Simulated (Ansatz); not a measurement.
Results of PBE0 in Ansatz (plane waves, PAW) for fluorite PtAl2.

Run with plane-wave cutoff 460 eV, 8×8×8 k mesh, Fermi–Dirac smearing 0.05 eV, scalar-relativistic PAW data made under PBE.

Equation-of-state points:

```
V (Å³/atom)  E − E_lowest (meV/atom)  P (GPa)
-----------  -----------------------  -------
16.300                         20.59     8.05
16.729                          4.92     3.76
17.170                          0.00    -0.10
17.587                          4.49    -3.28
18.016                         17.20    -6.15
```

Q: Estimate the bulk modulus from the pressures at 16.729 and 17.587 Å³/atom, and compare it with a fit to all energies.

A: B = −V dP/dV. Between V = 16.729 and 17.587 Å³/atom, dP/dV = (-3.28 − (3.76))/(17.587 − 16.729) = -8.21 GPa per Å³/atom; at the midpoint 17.158 Å³/atom this gives B ≈ 141 GPa. The third-order Birch–Murnaghan fit gives V0 = 17.158 Å³/atom, B0 = 140 GPa, B′ = 4.4, which lies within 1 % of that estimate.

Spin–orbit coupling is not included.

The computed numbers hold no vibrational or temperature effects.

It cost about 20 core-minutes (a rough figure) of CPU time.

Ansatz is a quantum-chemistry and plane-wave program.
